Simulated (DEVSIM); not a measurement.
Structure: illuminated Si n-on-p cell, one wavelength, at 250 K.

Layer 1 from the left is Si, thickness (μm) 0.360, Nd (cm⁻³) 1.2e18, τn (s) 6.4e-6, τp (s) 2.9e-6, absorption coefficient (cm⁻¹) 10000. Layer 2 from the left is Si, thickness (μm) 82.0, Na (cm⁻³) 9.9e15, τn (s) 5.3e-5, τp (s) 5.3e-5, absorption coefficient (cm⁻¹) 10000.

Left contact: ohmic, minority hole recombination velocity 20 cm/s. Right contact: ohmic, minority electron recombination velocity 10 cm/s. Voltage is applied to the left contact. Recombination: SRH at mid-gap, radiative, Auger. Light enters at the left, 2.7e17 photons cm⁻² s⁻¹, one pass, no reflection. Mobility is constant in doping.

The device is made up for the run: typed textbook-type constants, with dimensions and the other settings drawn at random. Values at 300 K; Nc and Nv go as T^1.5, mobilities as T to minus their exponent, the gap by Varshni's rule with the affinity fixed.

Si: gap (eV) 1.124, affinity (eV) 4.05, permittivity 11.7, Nc (cm⁻³) 2.86e19, Nv (cm⁻³) 3.1e19, μn (cm²/Vs) 1417, μp (cm²/Vs) 470, T exponent of μn 2.3, T exponent of μp 2.2, B (cm³/s) 4.7e-15, Cn (cm⁶/s) 2.8e-31, Cp (cm⁶/s) 9.9e-32, Varshni α (eV/K) 0.000473, Varshni β (K) 636.

Model (solved in DEVSIM): 1D drift-diffusion, Boltzmann statistics, complete ionisation; no tunnelling, impact ionisation, image-force lowering or self-heating.

**Question.** What does the simulation give for the open-circuit voltage, the dark forward voltage at 1 A/cm², the fill factor?

**Answer.** open-circuit voltage 0.771 V; dark forward voltage at 1 A/cm² 0.868 V; fill factor 0.87.
